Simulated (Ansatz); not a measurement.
The starting structures come from a database of crystals and need not be the phases stable at ambient conditions.

 Where the default PAW files enter, the runs use the earlier of Ansatz's two default sets.

Tunnelling through a barrier is set by its complex band structure: the current falls as exp(−2κd) with the smallest κ.

Consider the following.

```
CELL_PARAMETERS angstrom
      6.02567     0.00000     0.00000
      0.00000     6.02567     0.00000
      3.01284    -3.01284     4.26079
ATOMIC_POSITIONS crystal
  Rb 0.25000 0.25000 0.50000
  Rb 0.75000 0.75000 0.50000
  H  0.19269 0.80731 0.61462
  H  0.80731 0.19269 0.38538
  H  0.80731 0.80731 0.00000
  H  0.19269 0.19269 0.00000
  H  0.19269 0.80731 0.00000
  H  0.80731 0.19269 0.00000
  Pt 0.00000 0.00000 0.00000
```

Space group of this cell: Fm-3m. The cell is taken as given.

Transport runs along the normal of the first two printed cell vectors, the (001) plane of the conventional cell.

The gap is the functional's own. No spin-orbit coupling. Mid-gap values are interpolated on the energy grid.

Q: State the band gap and the smallest decay constant κ at mid-gap according to r2SCAN (Ansatz, an electronic-structure program).

A: Gap 4.41 eV on a 8×8×8 mesh; κ = 0.462 1/Å, at the zone centre.
